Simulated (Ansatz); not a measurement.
Input:

End structure of the (0001) surface of hcp Hf, one row in 3 of the top plane missing (bottom of the slab: a bare face, its two planes held):

```
CELL_PARAMETERS angstrom
      3.20485     0.00000     0.00000
     -4.80728     8.32646     0.00000
      0.00000     0.00000    29.00000
ATOMIC_POSITIONS crystal
  Hf 0.66667 0.11111 0.28158
  Hf 0.66667 0.44444 0.28158
  Hf 0.66667 0.77778 0.28158
  Hf 0.33333 0.22222 0.36895
  Hf 0.33333 0.55556 0.36895
  Hf 0.33333 0.88889 0.36895
  Hf 0.66886 0.11255 0.45807
  Hf 0.66369 0.44244 0.45751
  Hf 0.66746 0.77829 0.45747
  Hf 0.32757 0.21835 0.54853
  Hf 0.33484 0.55655 0.54266
  Hf 0.34014 0.89342 0.54406
  Hf 0.66511 0.11004 0.63535
  Hf 0.66915 0.44607 0.62965
  Hf 0.67267 0.78174 0.63126
  Hf 0.30655 0.53766 0.71246
  Hf 0.26066 0.84039 0.71525
```

Model: 17-atom slab, 12.7 Å thick at the start, 13x5x1 mesh, Fermi-Dirac 0.1 eV, dipole correction, 6 atoms held, the rest relaxed; held to the part of the start's symmetry that mesh and held atoms allow; no spin, no spin-orbit, no U. It is one candidate, not shown to be the stable structure of the face.

Problem. Predict the work function of the top face from Ansatz (a first-principles code) with PBE.

Solution. 3.57 eV
